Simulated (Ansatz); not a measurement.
Consider O vacancy in corundum, neutral cell. All values below come from HSE06, atoms relaxed with HSE06 at the PBE lattice, PAW (plane waves to 420 eV; Ansatz, a quantum-chemistry and plane-wave program).

Settings: 270 host sites, the relaxed PBE lattice, the Γ point alone, smearing 0.01 eV, spin-restricted, no image-charge correction. Energies are static. The charge state is imposed; whether it is stable for some Fermi level was not computed. Forms of the defect that were not tried may lie lower.

The step: a nearby O atom hops onto the vacant site; the atom moves 2.52 Å along (-0.60, -0.30, 0.00) of the unit cell; the moving atom starts with neighbours Al at 1.88, Al at 1.90, 2 Al at 1.98 Å and ends with Al at 1.88, Al at 1.90, 2 Al at 1.98 Å.

Problem. Estimate the migration barrier of this step that HSE06, atoms relaxed with HSE06 at the PBE lattice, PAW returns for this input.

Solution. 378 kJ/mol, the same both ways. At the saddle the moving atom has neighbours 2 Al at 1.79, 2 Al at 2.08 Å. The saddle point's order was not checked, and it lies on a symmetry element of the cell, where a band can be held.
